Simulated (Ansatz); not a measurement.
**A computed series for Rh: response to strain**

Base system: Rh in the fcc (Cu type) structure (space group Fm-3m, No. 225; relaxed with 0.1 eV smearing).

```yaml
crystal:
  lattice:
    - [0.00000, 1.91600, 1.91600]
    - [1.91600, 0.00000, 1.91600]
    - [1.91600, 1.91600, 0.00000]
  atoms:
    - { symbol: Rh, position: [0.00000, 0.00000, 0.00000] }
```

Strains are applied to the cell and any free atomic positions relax.

All numbers come from PBE (Ansatz, an electronic-structure program), without spin-orbit coupling.

Notes on the quantities. energy relative to the base: free energy F.

```json
[
 {"change": "base", "pressure": "0.0 GPa", "energy relative to the base": "0 meV/atom", "shortest interatomic distance": "2.710 Å"},
 {"change": "isotropic strain −3.00 %", "pressure": "29.5 GPa", "energy relative to the base": "+103 meV/atom", "shortest interatomic distance": "2.628 Å"},
 {"change": "isotropic strain −2.50 %", "pressure": "23.5 GPa", "energy relative to the base": "+70 meV/atom", "shortest interatomic distance": "2.642 Å"},
 {"change": "isotropic strain −2.00 %", "pressure": "18.1 GPa", "energy relative to the base": "+44 meV/atom", "shortest interatomic distance": "2.655 Å"},
 {"change": "isotropic strain −1.00 %", "pressure": "8.3 GPa", "energy relative to the base": "+10 meV/atom", "shortest interatomic distance": "2.683 Å"},
 {"change": "isotropic strain −0.50 %", "pressure": "4.0 GPa", "energy relative to the base": "+2.6 meV/atom", "shortest interatomic distance": "2.696 Å"},
 {"change": "isotropic strain +0.50 %", "pressure": "…", "energy relative to the base": "+2.5 meV/atom", "shortest interatomic distance": "2.723 Å"},
 {"change": "isotropic strain +1.50 %", "pressure": "-10.1 GPa", "energy relative to the base": "+21 meV/atom", "shortest interatomic distance": "2.750 Å"},
 {"change": "isotropic strain +2.00 %", "pressure": "…", "energy relative to the base": "+37 meV/atom", "shortest interatomic distance": "2.764 Å"},
 {"change": "isotropic strain +2.50 %", "pressure": "…", "energy relative to the base": "+57 meV/atom", "shortest interatomic distance": "2.777 Å"}
]
```

**Question.** Fill in the withheld entries from the trend.

**Answer.** 
- isotropic strain +0.50 %, pressure: -3.7 GPa
- isotropic strain +2.00 %, pressure: -12.9 GPa
- isotropic strain +2.50 %, pressure: -15.5 GPa

No phonon test of stability was made. All final runs are without spin polarisation. Rh lies near a magnetic instability that expansion can trigger; it was not tested.
